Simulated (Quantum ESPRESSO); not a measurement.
Input and output of a self-consistent single point for MnTl2SnTe4 (I-42m, 8 atoms in the cell) (Quantum ESPRESSO).

Level of theory: PBEsol, SSSP 1.1.2 efficiency (PBE) pseudopotentials (plane waves; Quantum ESPRESSO).

```xyz
8
Lattice="-4.1630 4.1630 3.5017 4.1630 -4.1630 3.5017 4.1630 4.1630 -3.5017" Properties=species:S:1:pos:R:3 pbc="T T T"
Tl     0.0000     4.1630     0.0000
Tl     4.1630     0.0000     0.0000
Mn     0.0000     0.0000     3.5017
Sn     0.0000     0.0000     0.0000
Te     1.4937     1.4937     1.7284
Te     1.4937    -1.4937     5.2749
Te     2.6693     2.6693    -1.7732
Te    -1.4937     1.4937     5.2749
```
Moments meant for the start (each program seeds them in its own way; μB, in the order of the atoms Tl Tl Mn Sn Te Te Te Te): 0.0 0.0 4.0 0.0 0.0 0.0 0.0 0.0.

Reference input (self-consistent single point, DFT, PBEsol, plane waves, SSSP 1.1.2 efficiency (PBE) pseudopotentials): ecutwfc = 50 Ry; ecutrho = 400 Ry; occupations = smearing; smearing = fd; degauss = 0.0073499 Ry; nspin = 2; input_dft = pbesol; K_POINTS = automatic 3 3 3 0 0 0; conv_thr = 1e-10 Ry; mixing_beta = 0.3. This run's input differs from it in these lines:

```diff
@@ -12,4 +12,4 @@
     ntyp = 4
-    ecutwfc = 50
-    ecutrho = 400
+    ecutwfc = 20
+    ecutrho = 160
     occupations = 'smearing'
```

Log, with long lists cut:

```
     Self-consistent Calculation

     iteration #  1     ecut=    20.00 Ry     beta= 0.30

     negative rho (up, down):  5.139E-02 5.134E-02

     total energy              =    -766.37589511 Ry
     estimated scf accuracy    <       2.63361925 Ry

     total magnetization       =     3.88 Bohr mag/cell
     absolute magnetization    =     4.09 Bohr mag/cell

     iteration #  2     ecut=    20.00 Ry     beta= 0.30

     negative rho (up, down):  5.148E-02 5.142E-02

     total energy              =    -766.04287738 Ry
     estimated scf accuracy    <      12.96509770 Ry

     total magnetization       =     0.90 Bohr mag/cell
   [... lines left out ...]

     iteration # 17     ecut=    20.00 Ry     beta= 0.30

     negative rho (up, down):  5.115E-02 5.244E-02

     Magnetic moment per site  (integrated on atomic sphere of radius R)
     atom   1 (R=0.211)  charge= 11.8121  magn=  0.0186
     atom   2 (R=0.211)  charge= 11.8121  magn=  0.0186
     atom   3 (R=0.166)  charge= 13.4777  magn=  4.2055
     atom   4 (R=0.164)  charge= 11.5240  magn=  0.0176
     atom   5 (R=0.164)  charge=  3.2197  magn=  0.0355
     atom   6 (R=0.164)  charge=  3.2197  magn=  0.0355
     atom   7 (R=0.164)  charge=  3.2197  magn=  0.0355
     atom   8 (R=0.164)  charge=  3.2197  magn=  0.0355
     End of self-consistent calculation

     the Fermi energy is     7.6578 ev

!    total energy              =    -767.07939393 Ry
     estimated scf accuracy    <          5.4E-11 Ry
     smearing contrib. (-TS)   =      -0.00105760 Ry
     internal energy E=F+TS    =    -767.07833633 Ry

     total magnetization       =     4.98 Bohr mag/cell
     absolute magnetization    =     4.99 Bohr mag/cell

     convergence has been achieved in  17 iterations

     negative rho (up, down):  5.115E-02 5.244E-02

     Forces acting on atoms (cartesian axes, Ry/au):

     atom    1 type  1   force =     0.00000000    0.00000000    0.00000000
     atom    2 type  1   force =     0.00000000    0.00000000    0.00000000
     atom    3 type  2   force =     0.00000000    0.00000000    0.00000000
   [... lines left out ...]
     Total force =     0.036063     Total SCF correction =     0.000006
   [... lines left out ...]

     negative rho (up, down):  5.115E-02 5.244E-02
          total   stress  (Ry/bohr**3)                   (kbar)     P=     -536.83
  -0.00365532   0.00000000  -0.00000000         -537.72        0.00       -0.00
   0.00000000  -0.00365532  -0.00000000            0.00     -537.72       -0.00
  -0.00000000  -0.00000000  -0.00363721           -0.00       -0.00     -535.05

   JOB DONE.
```

The run converged in 17 iterations. Against the reference run the free energy rises by 2.24 eV/atom, the pressure goes from 0.95 to -53.68 GPa, the largest force hardly changes (0.465 to 0.464 eV/Å), the gap on the mesh goes from 0.483 to 0.501 eV and the size of the net moment stays at 0.62 μB/atom.

The starting cell comes from a database of published, mostly measured structures (it also holds non-ambient and calculated ones), without a prior relaxation at this level. Its lattice was rescaled by a random factor within 2.5 % of one. Spin-orbit coupling is off. With one magnetic atom in the cell only a parallel order is possible. At the lowered cutoff the pressure carries the error of an incomplete plane-wave basis.

Cost on one core of a shared machine: roughly 70 s.
